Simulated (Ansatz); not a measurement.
Ansatz (a quantum-chemistry and plane-wave program), DFT, r2SCAN, plane waves, its default PAW files: Pb2ClO2, supercell, atoms displaced (from the phase in space group 139, mp-27942) (O8Cl4Pb8), 20 atoms. Basis and mesh were picked for this test and aren't claimed converged.

```json
{
  "cell": "14.01, 14.01, 7.01 Å; 146.8, 146.8, 47.7°",
  "distance_to_the_nearest_atom": "2.25 to 3.41 Å",
  "task": "single point",
  "k mesh": "2×2×6",
  "hamiltonian.xc": "r2scan",
  "kind_of_files": "paw",
  "scf.occupations.method": "fermi_dirac",
  "scf.occupations.width": "0.05 eV",
  "scf.initial_density.chi_scale": "0.1",
  "output.forces": "true",
  "binding of workers (--pin)": "off",
  "k-point pools (--kpoint-pools)": "1",
  "memory maximum (--max-ram)": "8GiB",
  "accuracy": "medium (default)",
  "basis.precision": "auto (default)",
  "basis.xc_grid": "4 (default)",
  "scf.eigensolver.kind": "auto (default)",
  "scf.convergence.dr2_threshold": "4.12103e-07 (default)",
  "scf.lower_state_search": "light (default)",
  "k-points after symmetry": "16",
  "bands_at_the_start": "114",
  "electrons": "188",
  "plane waves at Γ": "10473",
  "cutoff (eV)": "500",
  "FFT grid": "60×60×54",
  "symmetry_operations": "1"
}
```

One run each.

All on 4 threads. Base settings, kept where nothing else is said: scf.mixing.algorithm = auto (default), scf.mixing.preconditioner = auto (default) (scf.mixing.beta, scf.mixing.ndim, scf.mixing.q_tf not set). The settings tried:
- scf.mixing.preconditioner = ldos
- scf.mixing.algorithm = anderson
- scf.mixing.algorithm = broyden
- the base settings
- scf.mixing.algorithm = broyden, scf.mixing.preconditioner = kerker, scf.mixing.q_tf = 0.5 1/Å
- scf.mixing.algorithm = broyden, scf.mixing.beta = 0.1
- scf.mixing.preconditioner = resta
- scf.mixing.preconditioner = local_kerker
- scf.mixing.algorithm = broyden, scf.mixing.preconditioner = none
- scf.mixing.algorithm = anderson, scf.mixing.ndim = 4
- scf.mixing.algorithm = anderson, scf.mixing.ndim = 16
- scf.mixing.algorithm = anderson, scf.mixing.ndim = 1
- scf.mixing.preconditioner = kerker
- scf.mixing.ndim = 4
- scf.mixing.algorithm = broyden, scf.mixing.beta = 1
- scf.mixing.ndim = 16
- scf.mixing.preconditioner = none
- scf.mixing.algorithm = msr1
- scf.mixing.algorithm = broyden, scf.mixing.preconditioner = kerker
- scf.mixing.algorithm = broyden, scf.mixing.beta = 0.7
- scf.mixing.algorithm = broyden, scf.mixing.beta = 0.3
- scf.mixing.preconditioner = kerker_dos

Problem. Name the extremes by SCF iterations (all cycles of the run, searches included): fewest, most, and any that don't converge.

Solution. Fewest SCF iterations (all cycles of the run, searches included), with those close behind: scf.mixing.preconditioner = ldos (11); scf.mixing.preconditioner = local_kerker (12); scf.mixing.algorithm = broyden, scf.mixing.preconditioner = kerker, scf.mixing.q_tf = 0.5 1/Å (14). Most among those that reach the base run's result: scf.mixing.algorithm = anderson, scf.mixing.ndim = 1 (33). All converged.

| setting | SCF iterations (all cycles of the run, searches included) | applications of H to a band | end |
|---|---|---|---|
| scf.mixing.preconditioner = ldos | 11 | 44906 | converged |
| scf.mixing.preconditioner = local_kerker | 12 | 46668 | converged |
| scf.mixing.algorithm = broyden, scf.mixing.preconditioner = kerker, scf.mixing.q_tf = 0.5 1/Å | 14 | 45004 | converged |
| the base settings | 15 | 53938 | converged |
| scf.mixing.algorithm = msr1 | 15 | 53938 | converged |
| scf.mixing.algorithm = broyden | 15 | 47228 | converged |
| scf.mixing.algorithm = anderson | 15 | 46928 | converged |
| scf.mixing.preconditioner = kerker | 15 | 53938 | converged |
| scf.mixing.preconditioner = kerker_dos | 15 | 54115 | converged |
| scf.mixing.algorithm = broyden, scf.mixing.preconditioner = kerker | 15 | 47228 | converged |
| scf.mixing.algorithm = broyden, scf.mixing.beta = 0.3 | 15 | 50045 | converged |
| scf.mixing.algorithm = broyden, scf.mixing.beta = 0.7 | 15 | 53393 | converged |
| scf.mixing.algorithm = broyden, scf.mixing.beta = 1 | 15 | 54801 | converged |
| scf.mixing.algorithm = anderson, scf.mixing.ndim = 16 | 15 | 50664 | converged |
| scf.mixing.ndim = 16 | 15 | 51805 | converged |
| scf.mixing.preconditioner = none | 16 | 50505 | converged |
| scf.mixing.preconditioner = resta | 16 | 50505 | converged |
| scf.mixing.algorithm = broyden, scf.mixing.preconditioner = none | 16 | 53401 | converged |
| scf.mixing.algorithm = anderson, scf.mixing.ndim = 4 | 18 | 51382 | converged |
| scf.mixing.ndim = 4 | 18 | 58666 | converged |
| scf.mixing.algorithm = broyden, scf.mixing.beta = 0.1 | 25 | 75533 | converged |
| scf.mixing.algorithm = anderson, scf.mixing.ndim = 1 | 33 | 68063 | converged |

2 planned settings were not run, for want of time.

Keys are those of Ansatz 0.2.
